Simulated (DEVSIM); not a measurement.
System: CdS/CdTe n-p heterojunction, at 350 K.

Layer 1 from the left is CdS, thickness (μm) 1.20, Nd (cm⁻³) 1.9e17, τn (s) 1.6e-9, τp (s) 1.6e-9. Layer 2 from the left is CdTe, thickness (μm) 4.10, Na (cm⁻³) 3.7e17, τn (s) 1.6e-9, τp (s) 1.6e-9.

Left contact: ohmic. Right contact: ohmic. Voltage is applied to the left contact. Recombination: SRH at mid-gap, radiative. Mobility is μmin + (μ − μmin)/(1 + (N/Nref)^α).

The device is made up for the run: typed textbook-type constants, with dimensions and the other settings drawn at random. Values at 300 K; Nc and Nv go as T^1.5, mobilities as T to minus their exponent, the gap by Varshni's rule with the affinity fixed.

CdS: gap (eV) 2.4, affinity (eV) 4.3, permittivity 9, Nc (cm⁻³) 2.2e18, Nv (cm⁻³) 1.8e19, μn (cm²/Vs) 300, μp (cm²/Vs) 25, μn,min 30, μp,min 3, Nref,n 1e17, Nref,p 1e17, αn 0.6, αp 0.6, T exponent of μn 1.5, T exponent of μp 1.5, B (cm³/s) 1e-10, Varshni α (eV/K) 0.00039, Varshni β (K) 103. CdTe: gap (eV) 1.5, affinity (eV) 4.28, permittivity 10.2, Nc (cm⁻³) 8e17, Nv (cm⁻³) 1.8e19, μn (cm²/Vs) 1000, μp (cm²/Vs) 80, μn,min 100, μp,min 10, Nref,n 1e17, Nref,p 1e17, αn 0.6, αp 0.6, T exponent of μn 1.7, T exponent of μp 1.5, B (cm³/s) 1e-10, Varshni α (eV/K) 0.00031, Varshni β (K) 108.

Model (solved in DEVSIM): 1D drift-diffusion, Boltzmann statistics, complete ionisation; no tunnelling, impact ionisation, image-force lowering or self-heating. Band offsets follow the typed affinities; no thermionic-emission limit at abrupt steps, no polarisation charge.

Problem. What does the simulation give for the dark forward voltage at 1 A/cm², the dark forward voltage at 100 A/cm²?

Solution. dark forward voltage at 1 A/cm² 1.075 V; dark forward voltage at 100 A/cm² 1.237 V.
